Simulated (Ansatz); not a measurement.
Cost and result by functional for the surface energy of the (31-40) surface of hcp Mg in its 1x1 cell, outermost plane spacing 0.51 Å in the ideal cut, in Ansatz (plane waves, PAW). Single points on the PBE structure, on one kind of machine; costs are rough ratios of the slab run's core time (references not counted) to the cheapest single point. r2SCAN's cost holds its higher cutoff (500 against 420 eV). Differences are taken against r2SCAN for comparison alone: no measured value is at hand, so the table doesn't rank accuracy.

Set-up: 28 atoms, 10.5 Å thick at the start; mesh 7x4x1; 0.1 eV smearing; dipole correction on; all atoms relaxed; held to the start's symmetry, so lower structures may exist; no spin, no spin-orbit, no U. These notes are the PBE run's.

```json
[
 {"functional": "PBEsol", "relative cost": "1", "surface energy (J/m²)": "0.75", "less r2SCAN (J/m²)": "-0.01"},
 {"functional": "RPBE", "relative cost": "1", "surface energy (J/m²)": "0.62", "less r2SCAN (J/m²)": "-0.13"},
 {"functional": "LDA", "relative cost": "1", "surface energy (J/m²)": "0.75", "less r2SCAN (J/m²)": "0.00"},
 {"functional": "r2SCAN", "relative cost": "2", "surface energy (J/m²)": "0.75", "less r2SCAN (J/m²)": "0.00"},
 {"functional": "PBE (the relaxed run's value)", "relative cost": "–", "surface energy (J/m²)": "0.67", "less r2SCAN (J/m²)": "-0.08"}
]
```

The values span 0.13 J/m², while the single points' costs differ by a factor of roughly 2. Differences are of unrounded values.

Ansatz is an electronic-structure program.
